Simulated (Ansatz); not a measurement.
The parent structure is W in the bcc (W type) structure (space group Im-3m, No. 229; a = 3.1688 Å; relaxed with 0.1 eV smearing). Axes: x, y, z lie along the cube axes.

Method: r2SCAN/PAW in Ansatz (a quantum-chemistry and plane-wave program), no spin-orbit coupling.

A first run, uniaxial strain ε_yy = +1.24 %, gives secant values C11 ≈ 530 GPa and C12 ≈ 200 GPa from its stress. A second run applies uniaxial stress, 2 GPa compression along x.

Problem. What does linear elasticity predict for Young's modulus in the second run, and what does the run give?

Solution. Linear elasticity: (C11 − C12)(C11 + 2 C12)/(C11 + C12) = 420 GPa. The run gives 440 GPa; any difference comes from nonlinear terms at these strains and numerical noise.

Stability under load was not tested beyond the relaxation. All final runs are without spin polarisation.
